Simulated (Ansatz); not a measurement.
TaN (model structure, started from the NbAs type, I4₁md, No. 109, 4 atoms in the cell) was calculated with r²SCAN in Ansatz (PAW).

Settings: plane-wave cutoff 560 eV, 18×18×18 k mesh, Fermi–Dirac smearing 0.01 eV, scalar-relativistic PAW data made under PBE.

Cell (relaxed at this level):

```cif
data_N4Ta4
_chemical_formula_sum 'Ta4 N4'
_space_group_name_H-M_alt 'I41md'
_space_group_IT_number 109
_space_group_name_Hall 'I 4bw -2'
_cell_length_a 2.90156
_cell_length_b 2.90156
_cell_length_c 10.23946
_cell_angle_alpha 90.000
_cell_angle_beta 90.000
_cell_angle_gamma 90.000
loop_
_atom_site_label
_atom_site_type_symbol
_atom_site_symmetry_multiplicity
_atom_site_Wyckoff_symbol
_atom_site_fract_x
_atom_site_fract_y
_atom_site_fract_z
_atom_site_occupancy
Ta1 Ta 4 a 0.00000 0.00000 0.24875 1
N1 N 4 a 0.00000 0.00000 0.66725 1
```
(The calculation used a cell of 4 atoms; values per cell refer to that cell.)

### Question
Give the computed band gap, smallest direct gap on the k points sampled and Γ–Γ gap.

### Answer

- band gap: 0.75 eV
- smallest direct gap on the k points sampled: 1.08 eV
- Γ–Γ gap: 5.15 eV

Note: the relaxation could raise the start's symmetry but not lower it, so the cell can be a saddle point.

Spin–orbit coupling is not included.

It cost around 70 core-seconds (rough) of CPU time.

A model structure was made by putting elements into a prototype or built by hand; it is no filed structure, need not be a known phase, and can be a saddle point held by its symmetry.

Ansatz is a quantum-chemistry and plane-wave program.
